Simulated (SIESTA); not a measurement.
A user runs SIESTA on LaIn₂Rh (Cmcm, 8 atoms in the cell) and asks whether the run is sound. The aim is a self-consistent single point with DFT, GGA PBEsol, numerical atomic orbitals DZP, PseudoDojo PBEsol standard norm-conserving potentials (rewritten from UPF to PSML).

Cell that was meant: a = 5.7199 Å, b = 5.7199 Å, c = 8.1259 Å, α = 90.00°, β = 90.00°, γ = 132.79°.

Part of the input:

```
PAO.EnergyShift              0.01 Ry
MeshCutoff                   300 Ry
%block kgrid.MonkhorstPack
    1   0   0  0.0
    0   1   0  0.0
    0   0   1  0.0
%endblock kgrid.MonkhorstPack
OccupationFunction           MP
OccupationMPOrder            1
```

Output (repeated stretches shortened):

```
reinit: Reading from file input.fdf

reinit: System Name: LaIn2Rh
reinit: System Label: siesta

   [... lines left out ...]
Gamma-point calculation with interaction between periodic images
Some features might not work optimally:
Some features might not work optimally:
e.g. DM initialization from atomic data
e.g. DM initialization from atomic data
new_DM -- step:     1
Initializing Density Matrix...

Attempting to read DM from file... Failed...
DM filled with atomic data:

InitMesh: MESH = 60 x 60 x 108 = 388800
InitMesh: Mesh cutoff (required, used) =   300.000   362.178 Ry

stepf: Methfessel-Paxton step function
       Using Hermite-Gauss polynomials of order  1
        iscf     Eharris(eV)        E_KS(eV)     FreeEng(eV)     dDmax    Ef(eV) dHmax(eV)
   scf:    1   -15219.790786   -15417.394372   -15417.435938  1.107469 -3.439551 35.343634
   scf:    2   -15373.022955   -15476.659613   -15476.653073  0.735173 -3.780906 19.301557
   scf:    3   -15507.009116   -15495.217125   -15495.248897  0.212448 -3.754655  6.737760
   scf:    4   -15484.622747   -15495.892241   -15495.870593  0.412832 -3.782312  6.872556
   scf:    5   -15490.558343   -15493.616210   -15493.650166  0.224691 -3.812419  9.255645
   [... 9 lines left out ...]
   scf:   15   -15499.366419   -15499.366435   -15499.409227  0.000116 -3.873173  0.002336
   scf:   16   -15499.366418   -15499.366427   -15499.409228  0.000139 -3.873245  0.000783
   scf:   17   -15499.366418   -15499.366422   -15499.409228  0.000126 -3.873223  0.000307
   scf:   18   -15499.366423   -15499.366422   -15499.409228  0.000023 -3.873236  0.000063
SCF Convergence by DM+H criterion
max |DM_out - DM_in|         :     0.0000228445
max |H_out - H_in|      (eV) :     0.0000633932
SCF cycle converged after 18 iterations

Using DM_out to compute the final energy and forces

siesta: E_KS(eV) =           -15499.3664

siesta: E_KS - E_eggbox =    -15499.3664

siesta: Atomic forces (eV/Ang):
     1   -0.000000   -0.475105    0.000000
     2    0.000000    0.475104    0.000000
     3   -0.000000    0.134106   -0.000000
     4   -0.000000   -0.134106   -0.000000
     5    0.000000    0.360142   -0.572672
     6    0.000000   -0.360142   -0.572673
     7    0.000000   -0.360142    0.572673
     8    0.000000    0.360142    0.572672
   Tot    0.000000   -0.000000    0.000000
   Max    0.572673
   [... lines left out ...]
siesta: FreeEng =    -15499.409228
   [... lines left out ...]
siesta:     0.000000   -0.091348   -0.000000
siesta:    -0.000000   -0.000000    0.078470

siesta: Cell volume =        195.090739 Ang**3

siesta: Pressure (static):
siesta:                Solid            Molecule  Units
siesta:          -0.00021373         -0.00016460  Ry/Bohr**3
siesta:          -0.01962383         -0.01511264  eV/Ang**3
siesta:         -31.44084078        -24.21312620  kBar
```

Q: Is anything amiss in this input, and did it matter?

A: The run is not sound. The fault is a single k-point for a small metallic cell. One k-point cannot sample the Fermi surface of a small cell. To fix it, use a converged k-point mesh. The run converged in 18 iterations without an error; against the sound input the free energy goes up by 600 meV/atom, the pressure goes from -5.93 to -3.14 GPa and the largest force goes from 0.211 to 0.677 eV/Å.

The sound input it was made from differs as follows (other fixes are possible):
```diff
-    1   0   0  0.0
-    0   1   0  0.0
-    0   0   1  0.0
+    5   0   0  0.0
+    0   5   0  0.0
+    0   0   3  0.0
```

With that input, the run converged in 13 iterations: free energy E − TS -15504.2068 eV; Fermi level (on the code's own zero) -4.17 eV; pressure -5.93 GPa; largest force (vector length) 0.211 eV/Å (DFT, GGA PBEsol, numerical atomic orbitals DZP, PseudoDojo PBEsol standard norm-conserving potentials (rewritten from UPF to PSML)).

On the sound input: the starting cell comes from a database of published, mostly measured structures (it also holds non-ambient and calculated ones), without a prior relaxation at this level. Its lattice was rescaled by a random factor within 2.5 % of one. Spin polarisation is off. Values carry the incompleteness of an atom-centred basis. With a pressure of about -6 GPa the cell is away from its equilibrium volume at this level.
